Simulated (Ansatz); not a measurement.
Abridged Ansatz (a quantum-chemistry and plane-wave program) output:

```
Relaxation: its limit of steps is 50 (relax.max_steps)
Pseudopotential: W, paw, valence charge 14
Pseudopotential: C, paw, valence charge 4
Crystal: 2 atoms, lattice volume = 20.831 Å³
Basis set: ecut = 500 eV, 537 PW (Γ), exchange–correlation on 96×96×96 points (64 copies of the dense FFT grid, shifted against one another)
Bands: 13, of which v1, the nominal top of the filled ones, is band 9 counted from 1 (8 counted from 0)
Symmetry: 2 space group operations
k-points: 2915 of 10580 (time reversal used)
Functional: x = r2scan, c = r2scan; τ floored in thin density (d = 2e-4 eV/Å³)
SCF iter   1: F=—  HF=-10651.105268 eV  |F-HF|=—  |Δ(HF+E_count)|=         —  Δρ=1.25e-1  dr2=4.40e0  dr2_τ=5.08e-1  ethr=3.10e-3  ⟨swp⟩=5.4  Hψ=185854  notcnv=0
SCF iter   2: F=—  HF=-10650.278265 eV  |F-HF|=—  |Δ(HF+E_count)|=   8.27e-1  Δρ=4.45e-2  dr2=4.49e-1  dr2_τ=1.00e-1  ethr=3.10e-3  ⟨swp⟩=2.9  Hψ=90529  notcnv=0
SCF 1 converged in 9 iterations: F = -10650.249373 eV  dr2 = 4.98e-12
relax step   1: F+E_penalty+E_count = -10650.24937301 eV  Δ(F+E_penalty+E_count) = +0.000e0 eV  max|allowed force component| = 2.030e-1 eV/Å  Δτ_max = 0.0000 Å  (9 SCF iters, accepted)
Crystal: 2 atoms, lattice volume = 20.831 Å³
SCF iter   1: F=—  HF=-10650.249635 eV  |F-HF|=—  |Δ(HF+E_count)|=         —  Δρ=1.11e-3  dr2=2.41e-4  dr2_τ=2.56e-3  ethr=1.34e-6  ⟨swp⟩=1.1  Hψ=146470  notcnv=0
SCF iter   2: F=—  HF=-10650.250616 eV  |F-HF|=—  |Δ(HF+E_count)|=   9.80e-4  Δρ=4.32e-4  dr2=2.37e-5  dr2_τ=9.60e-7  ethr=1.34e-6  ⟨swp⟩=2.0  Hψ=59266  notcnv=0
SCF 2 converged in 7 iterations: F = -10650.250617 eV  dr2 = 6.18e-11
relax step   2: F+E_penalty+E_count = -10650.25061676 eV  Δ(F+E_penalty+E_count) = -1.244e-3 eV  max|allowed force component| = 3.505e-2 eV/Å  Δτ_max = 0.0052 Å  (7 SCF iters, accepted)
Crystal: 2 atoms, lattice volume = 20.831 Å³
SCF iter   1: F=—  HF=-10650.250612 eV  |F-HF|=—  |Δ(HF+E_count)|=         —  Δρ=2.31e-4  dr2=1.05e-5  dr2_τ=1.12e-4  ethr=5.85e-7  ⟨swp⟩=2.0  Hψ=98972  notcnv=0
SCF iter   2: F=—  HF=-10650.250655 eV  |F-HF|=—  |Δ(HF+E_count)|=   4.31e-5  Δρ=9.04e-5  dr2=1.04e-6  dr2_τ=4.32e-8  ethr=5.83e-8  ⟨swp⟩=2.3  Hψ=84269  notcnv=0
SCF 3 converged in 6 iterations: F = -10650.250655 eV  dr2 = 8.85e-11
relax step   3: F+E_penalty+E_count = -10650.25065487 eV  Δ(F+E_penalty+E_count) = -3.811e-5 eV  max|allowed force component| = 4.610e-5 eV/Å  Δτ_max = 0.0011 Å  (6 SCF iters, accepted)
Crystal: 2 atoms, lattice volume = 20.831 Å³
SCF iter   1: F=—  HF=-10650.250655 eV  |F-HF|=—  |Δ(HF+E_count)|=         —  Δρ=1.07e-6  dr2=8.84e-11  dr2_τ=9.91e-12  ethr=1.00e-12  ⟨swp⟩=2.1  Hψ=226850  notcnv=0
SCF iter   2: F=-10650.250655 eV  HF=-10650.250655 eV  |F-HF|=9.09e-12  |Δ(HF+E_count)|=  6.91e-11  Δρ=6.00e-7  dr2=2.92e-11  dr2_τ=5.99e-12  ethr=1.00e-12  ⟨swp⟩=4.0  Hψ=116505  notcnv=0
SCF 4 converged in 2 iterations: F = -10650.250655 eV  dr2 = 2.92e-11
SCF converged after 2 iterations
Free energy (F): -10650.250655 eV
Internal energy: -10650.242002 eV  (E = F + TS)
E sigma→0 (E₀):  -10650.246328 eV
Entropy (-TS):   -0.008653 eV (-4.326 meV/atom)
Fermi energy:    20.302671 eV
--- Forces (eV/Å), atoms counted from 1 ---
  atom   1  W     -0.00002038     0.00004735     0.00000000
  atom   2  C      0.00001056    -0.00004460     0.00000000
--- Stress (GPa, compression-positive) ---
        0.100986     -11.187650       0.000000
      -11.187650       1.263159      -0.000000
        0.000000      -0.000000      -0.082103
  P = ⅓ Tr σ = 0.4273 GPa (4.273 kbar)
--- Relaxed structure (3 steps of the walk, 3 accepted, 0 SCFs on fresh bases) ---
  atoms:
    - { symbol: W, position: [0.0020378761926114386, -0.00023723144749922582, 1.7946126343123326e-20] }
    - { symbol: C, position: [0.6646287905073885, 0.3335705647474992, 0.49999999999999994] }
```

**Question.** What was computed, and what are the main results?

**Answer.** WC, 2 atoms in the cell, with DFT with r2SCAN, PAW potentials and a 500 eV plane-wave cutoff in Ansatz, without spin-orbit coupling, earlier PAW set. The last SCF converged to F = -10650.250655 eV, or -5325.1253 eV per atom, at a pressure of 0.43 GPa. The total energy compares only with runs of the same code, potentials and settings.

The cells carry an imposed strain or load. Whether these cells are dynamically stable was not tested. The final runs are not spin-polarised. The cell was made from WC (space group P-6m2, No. 187) by this change: tensor shear ε_xy = +2.23 %.

Keys are those of Ansatz 0.2.
